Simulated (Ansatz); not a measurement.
Take BaTiO3 in the cubic perovskite structure (space group Pm-3m, No. 221; a = 3.9940 Å) as the base.

Structures relaxed with r2SCAN, PAW, 500 eV (Ansatz, a first-principles code; scalar-relativistic without spin-orbit coupling).

Base:

Simulated powder pattern, Co Kα, λ = 1.79026 Å (kinematic, ideal powder, no thermal factors, no anomalous dispersion; the 10 strongest lines at most, above 2 %, up to 2θ = 90°):

```
2θ (°)  I/Imax (%)    hkl
------  ----------  -----
25.90           19  (100)
36.96          100  (110)
45.68           25  (111)
53.26           34  (200)
60.15          9.6  (210)
66.59           37  (211)
78.68           20  (220)
84.50          5.6  (300)
```

Perturbation: Zr takes the place of Ti on all its sites, then cell and atoms are relaxed.

Problem. Where do the lines fall after the change?

Solution. 
Simulated powder pattern, Co Kα, λ = 1.79026 Å (kinematic, ideal powder, no thermal factors, no anomalous dispersion; the 10 strongest lines at most, above 2 %, up to 2θ = 90°):

| 2θ (°) | d (Å) | I/Imax (%) | hkl |
|---|---|---|---|
| 35.04 | 2.973 | 100 | (110) |
| 43.27 | 2.428 | 6.8 | (111) |
| 50.40 | 2.102 | 31 | (200) |
| 62.86 | 1.717 | 39 | (211) |
| 74.04 | 1.487 | 19 | (220) |
| 84.62 | 1.330 | 18 | (310) |
| 89.82 | 1.268 | 2.1 | (311) |

The indices refer to each structure's own conventional cell; one index is shown for lines that coincide.

Whether these cells are dynamically stable was not tested. The final runs are not spin-polarised. Many cubic perovskites are stable only at high temperature; tilts and polar distortions were not tested. This is not the structure that BaTiO3 has at room temperature and ambient pressure.
